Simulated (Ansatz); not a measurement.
The parent structure is BN in the zinc blende structure (space group F-43m, No. 216; a = 3.625 Å).

One thing is altered: cell and atoms relaxed at a pressure of 0.3 GPa.

Levels (all Ansatz, a quantum-chemistry and plane-wave program, PAW): PBE (420 eV, without spin-orbit coupling); r2SCAN (500 eV, spin-orbit coupling left out); HSE06 (420 eV, spin-orbit coupling left out); PBE+SOC (420 eV, spin-orbit coupling included).

One geometry, relaxed with PBE, under each level:

Notes on the quantities. hole mass: degenerate bands, along [100].

The valence-band top lists the three highest levels at Γ (Kramers pairs under SOC), from the VBM.

| level | band gap | lowest conduction level above the VBM at special points | valence-band top at Γ | electron mass | hole mass | pressure |
|---|---|---|---|---|---|---|
| PBE | 4.46 eV | X 4.46 eV; U 6.90 eV; K 6.90 eV; Γ 8.80 eV | 0.00, 0.00, 0.00 eV | 0.91 mₑ along k, 0.30 mₑ across (at X) | 0.50, 0.53, 0.53 mₑ (at Γ) | 0.29 GPa |
| r2SCAN | 4.99 eV | X 4.99 eV; U 7.49 eV; K 7.49 eV; Γ 9.53 eV | – | 0.88 mₑ along k, 0.29 mₑ across (at X) | 0.47, 0.52, 0.52 mₑ (at Γ) | -4.46 GPa |
| HSE06 | … | … | – | – | – | – |
| PBE+SOC | 4.46 eV | X 4.46 eV; U 6.89 eV; K 6.89 eV; Γ 8.78 eV | 0.00, 0.00, -0.02 eV | 0.91 mₑ along k, 0.30 mₑ across (at X) | 0.52 mₑ (at Γ) | 0.29 GPa |

Q: Give the withheld HSE06 results.

A: 
- HSE06, band gap: 5.78 eV
- HSE06, lowest conduction level above the VBM at special points: X 5.78 eV; U 8.35 eV; K 8.35 eV; Γ 10.53 eV

Single points use the geometry relaxed with PBE. Their cutoffs differ, which shifts pressures a little. HSE06 gaps are upper bounds (no full band path). The spin-orbit shifts are approximate. Load acts through the strain it causes; cell and atoms are relaxed under it. Masses are band curvatures over ±0.01 Å⁻¹ around the edge. Along k means along the line from Γ to the band edge. Stability against distortions was not tested.
